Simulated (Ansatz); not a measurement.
## Hypothetical CsCl type TiS: response to strain

Take TiS in the CsCl type structure (space group Pm-3m, No. 221; a = 3.011 Å; a hypothetical phase, not in the database extracts checked; relaxed with 0.1 eV smearing) as the base. Axes: x, y, z lie along the cube axes.

Strains are applied to the cell and any free atomic positions relax; under biaxial strain the out-of-plane vector relaxes too.

Calculations: plane-wave PAW DFT at the PBEsol level (Ansatz, an electronic-structure program, 420 eV), no SOC.

Candidates:
(a) biaxial strain −2.34 %, plane normal [111], relaxed out of plane
(b) tensor shear ε_xy = −0.71 %
(c) isotropic strain −4.98 %

Notes on the quantities. energy relative to the base: free energy F.

Task: Order them by energy relative to the base, lowest first.

Result: (b) tensor shear ε_xy = −0.71 % (+0.8 meV/atom), (a) biaxial strain −2.34 %, plane normal [111], relaxed out of plane (+15 meV/atom), (c) isotropic strain −4.98 % (+176 meV/atom)

Stability against distortions was not tested. The final runs are not spin-polarised.
